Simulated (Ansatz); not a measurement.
The starting structures come from a database of crystals and need not be the phases stable at ambient conditions.

 Where the default PAW files enter, the runs use the earlier of Ansatz's two default sets.

```xyz
12
Lattice="5.1975 0.0000 0.0000 0.0000 5.4304 0.0000 0.0000 0.0000 9.9413" Properties=species:S:1:pos:R:3 pbc="T T T"
Cd     3.9099     2.1718     3.4504
Cd     1.3111     3.2586     6.4909
Cd     1.3111     4.8870     1.5202
Cd     3.9099     0.5434     8.4211
P      2.0888     1.2245     5.0350
P      4.6875     4.2059     4.9063
P      4.6875     3.9397     9.8770
P      2.0888     1.4907     0.0643
P      3.1110     3.0375     1.1847
P      0.5123     2.3929     8.7566
P      0.5123     0.3223     3.7859
P      3.1110     5.1081     6.1553
```

Space group of this cell: Pna2_1. The cell is taken as given; by PBEsol its mean pressure is -1.2 GPa.

Transport runs along the normal of the first two printed cell vectors.

The gap is the functional's own, uncorrected, and κ follows it; spin-orbit coupling is left out. Mid-gap values are interpolated between the computed energies.

Question: Estimate the band gap and the smallest decay constant κ at mid-gap that Ansatz (a first-principles code) with PBEsol returns for this system.

Answer: Gap 1.45 eV on a 6×6×4 mesh; κ = 0.171 1/Å, at (0.500, 0.500) of the in-plane reciprocal vectors. At the zone centre, at the nearest computed energy, the slowest state has κ = 0.19 1/Å.
